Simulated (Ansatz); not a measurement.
Start from Mg₂Ge in the anti-fluorite structure (space group Fm-3m, No. 225; a = 6.286 Å).

The values are results of LDA (Ansatz, a program for electronic structure, PAW, without spin-orbit coupling), not measurements.

For the base:

- Pressure = 0.0 kbar
- Band gap = 0.10 eV
- Electron mass = 0.55 mₑ along k, 0.18 mₑ across (at X)

The change: the cell is scaled by 1.0100 in all directions; the atoms relax in the strained cell.

Q: Predict the new pressure, band gap, electron mass and energy relative to the base.

A: The pressure goes from zero to -15.8 kbar; the band gap increases by 0.03 eV to 0.13 eV; the electron mass becomes 0.55 mₑ along k, 0.19 mₑ across (at X) (base: 0.55 mₑ along k, 0.18 mₑ across (at X)); the energy rises by 3.2 meV/atom.

Masses are band curvatures over ±0.01 Å⁻¹ around the edge. Along k means along the line from Γ to the band edge. Whether these cells are dynamically stable was not tested. A zero or small gap of Mg2Ge can be the functional's error rather than a property of the material.
